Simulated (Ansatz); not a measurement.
Ansatz (an electronic-structure program) is run on Cs6K3AlSb4 (P6_3/mmc, 28 atoms in the cell), and the run fails. The aim is a self-consistent single point with DFT, PBEsol, plane waves, default PAW files made with PBE.

Cell that was meant: a = 10.9409 Å, b = 10.9409 Å, c = 11.5085 Å, α = 90.00°, β = 90.00°, γ = 120.00°.

Part of the input:

Ansatz 0.2 input:
```yaml
  xc: pbesol
  pseudopotentials: { kind: paw }
scf:
  occupations: { method: smearing, width: 0.136 }
output:
  forces: true
  eigenvalues: true
```

Output, abridged:

```
Error: YAML parse error: error: line 44 column 26: unknown occupation method `smearing` (expected fermi_dirac | gaussian | methfessel_paxton | cold | fixed | tetrahedron | tetrahedron_uncorrected | explicit)
  --> <input>:44:26
   |
42 |   pseudopotentials: { kind: paw }
43 | scf:
44 |   occupations: { method: smearing, width: 0.136 }
   |                          ^ unknown occupation method `smearing` (expected fermi_dirac | gaussian | methfessel_paxton | cold | fixed | tetrahedron | [...]
45 | output:
46 |   forces: true
   |
```

**Question.** From the messages shown, name the fault and mend the input.

**Answer.** The fault is a value that the program does not know. The key takes a closed list of words, and names differ between codes. To fix it, use one of the words that the key accepts. The program stopped before any SCF iteration.

An input that runs soundly differs in these lines (not the only fix; some lines may just follow from the change or write a value another way):
```diff
-  occupations: { method: smearing, width: 0.136 }
+  occupations: { method: cold, width: 0.136 }
```

With that input, the run converged in 10 iterations: free energy E − TS (on the zero of these files) -128452.4038 eV; top of the valence band (on the code's own zero) 5.67 eV; gap on the k-point mesh 0.70 eV; pressure -0.17 GPa; largest force (vector length) 0.137 eV/Å (DFT, PBEsol, plane waves, default PAW files made with PBE).

On the sound input: the starting cell comes from a database of published, mostly measured structures (it also holds non-ambient and calculated ones), without a prior relaxation at this level. Its lattice was rescaled by a random factor within 2.5 % of one. Spin-orbit coupling is off. Ansatz's pressure includes its estimate of the finite-basis (Pulay) stress.
